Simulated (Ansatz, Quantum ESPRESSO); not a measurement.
## One structure in several programs: BaAlSiH (P1, 4 atoms in the cell)

Self-consistent single point, at a second geometry (atoms moved at random). First geometry:

```
CELL_PARAMETERS angstrom
      4.30909     0.00000     0.00000
     -2.15455     3.73178     0.00000
      0.00000     0.00000     5.23203
ATOMIC_POSITIONS crystal
  Ba 0.00000 0.00000 0.00044
  Al 0.66667 0.33333 0.46525
  Si 0.33333 0.66667 0.54231
  H  0.66667 0.33333 0.13491
```

Second geometry:
```xyz
4
Lattice="4.3091 0.0000 0.0000 -2.1545 3.7318 0.0000 0.0000 0.0000 5.2320" Properties=species:S:1:pos:R:3 pbc="T T T"
Ba    -0.0258    -0.0014     0.0229
Al     2.1825     1.2415     2.4167
Si     0.0229     2.4654     2.9007
H      2.1295     1.2703     0.6394
```

Shared settings, as Ansatz (an electronic-structure program) writes them: kpoints.mp_grid.grid = 6 6 5; scf.occupations.method = fixed. Potentials and cutoffs stand in the table.

```
code                                                            model  ΔF from the first geometry (meV/atom)  pressure (GPa)  largest force (eV/Å)  gap on the mesh (eV)   cutoff
----------------  ---------------------------------------------------  -------------------------------------  --------------  --------------------  --------------------  -------
Quantum ESPRESSO  LDA (PZ), GBRV 1.5 ultrasoft (LDA) pseudopotentials                                    4.3           -2.79                 0.272                 0.728    40 Ry
Ansatz                            LDA (PW92), PAW files made with PBE                                    4.0           -2.93                 0.265                 0.733  30.9 Ry
```

Size of the force on each atom (eV/Å): Sizes of forces hide their directions.

| code | Ba1 | Al2 | Si3 | H4 |
|---|---|---|---|---|
| Quantum ESPRESSO | 0.117 | 0.159 | 0.272 | 0.243 |
| Ansatz | 0.113 | 0.158 | 0.265 | 0.237 |

Gaps are read on the mesh.

The spread over the programs that give each value: ΔF from the first geometry within 0.3 meV/atom; pressure within 0.14 GPa; largest force within 0.007 eV/Å; gap on the mesh within 0.005 eV.

Ansatz's pressure is given at a fixed set of plane waves, as the other plane-wave codes print theirs; with its correction for the finite basis it is -2.89 GPa. The same LDA comes in different parametrisations, which differ slightly.

The starting cell comes from a database of computed structures (which also holds hypothetical and non-ambient phases and stackings), without a prior relaxation at this level. Its lattice was rescaled by a random factor within 2.5 % of one. For this run, on top of that: atoms moved at random.

Keys are those of Ansatz 0.2.
